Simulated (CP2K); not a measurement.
**Converging the k-point mesh: Cl (Cm, 4 atoms in the cell)**

```
CELL_PARAMETERS angstrom
      3.85236     0.00000     0.00000
     -1.23175     3.65013     0.00000
      0.00000     0.00000     8.28478
ATOMIC_POSITIONS crystal
  Cl 0.87700 0.87700 0.90304
  Cl 0.62300 0.62300 0.39700
  Cl 0.37700 0.37700 0.60300
  Cl 0.12300 0.12300 0.10300
```

Method of the run: PBEsol, GPW, DZVP-MOLOPT-PBE-GTH basis, GTH-PBE potentials (POTENTIAL_UZH) (CP2K).

Base settings: CUTOFF = 400 Ry; REL_CUTOFF = 60 Ry; SMEAR/METHOD = FERMI_DIRAC; ELECTRONIC_TEMPERATURE = 116.05 K; KPOINTS/SCHEME = MONKHORST-PACK 3 3 2; GAMMA_CENTERED = T; XC_FUNCTIONAL = PBE:PBESOL; Cl/BASIS_SET = DZVP-MOLOPT-PBE-GTH-q7; Cl/POTENTIAL = GTH-PBE-q7; METHOD = GPW.

Moved along: GAMMA_CENTERED.

The second cell is the first with its lattice scaled by 0.98.

Only quantities that move along the ladder and can be compared are tabulated.

The starting cell has typed, rounded lattice constants, without a prior relaxation at this level. Its lattice was rescaled by up to half a per cent. One atom was moved a little off its site on purpose. Values carry the incompleteness of an atom-centred basis. The potentials were made for another functional than the one used.

Steps (KPOINTS/SCHEME): MONKHORST-PACK 2 2 1; MONKHORST-PACK 3 3 1; MONKHORST-PACK 3 3 2; MONKHORST-PACK 4 4 2; MONKHORST-PACK 5 5 2; MONKHORST-PACK 5 5 3; MONKHORST-PACK 6 6 3; MONKHORST-PACK 7 7 3; MONKHORST-PACK 8 8 4; MONKHORST-PACK 9 9 4; MONKHORST-PACK 10 10 5; MONKHORST-PACK 11 11 5; MONKHORST-PACK 12 12 5; MONKHORST-PACK 13 13 6; MONKHORST-PACK 14 14 7; MONKHORST-PACK 16 16 7; MONKHORST-PACK 18 18 8; MONKHORST-PACK 20 20 9.

Task: What is the coarsest KPOINTS/SCHEME that holds the energy of the compressed cell less the first within 0.5 meV/atom of the last step, with all finer ones?

Result: MONKHORST-PACK 3 3 2; the step before is off by 1.9 meV/atom.

Task: What is the coarsest KPOINTS/SCHEME that holds the forces within 0.01 eV/Å of the last step, with all finer ones?

Result: MONKHORST-PACK 4 4 2; the step before is off by 0.012 eV/Å.

Task: What is the coarsest KPOINTS/SCHEME that holds the free energy within 2 meV/atom of the last step, with all finer ones?

Result: MONKHORST-PACK 3 3 2; the step before is off by 14 meV/atom.

```tsv
KPOINTS/SCHEME	free energy less the last step's (meV/atom)	energy of the compressed cell less the first (meV/atom)	pressure (GPa)	largest difference of a force vector from the last step's (eV/Å)
MONKHORST-PACK 2 2 1	-0.42	8.42	-0.16	0.084
MONKHORST-PACK 3 3 1	-14.18	6.73	-0.32	0.096
MONKHORST-PACK 3 3 2	-0.39	8.39	-0.17	0.012
MONKHORST-PACK 4 4 2	-0.01	8.64	-0.15	0.002
MONKHORST-PACK 5 5 2	0.05	8.68	-0.15	0.001
MONKHORST-PACK 5 5 3	0.00	8.67	-0.15	0.000
MONKHORST-PACK 6 6 3	0.00	8.67	-0.15	0.000
MONKHORST-PACK 7 7 3	0.00	8.67	-0.15	0.000
MONKHORST-PACK 8 8 4	0.00	8.67	-0.15	0.000
MONKHORST-PACK 9 9 4	0.00	8.67	-0.15	0.000
MONKHORST-PACK 10 10 5	0.00	8.67	-0.15	0.000
MONKHORST-PACK 11 11 5	0.00	8.67	-0.15	0.000
MONKHORST-PACK 12 12 5	0.00	8.67	-0.15	0.000
MONKHORST-PACK 13 13 6	0.00	8.67	-0.15	0.000
MONKHORST-PACK 14 14 7	0.00	8.67	-0.15	0.000
MONKHORST-PACK 16 16 7	0.00	8.67	-0.15	0.000
MONKHORST-PACK 18 18 8	0.00	8.67	-0.15	0.000
MONKHORST-PACK 20 20 9	0.00	8.67	-0.15	0.000
```
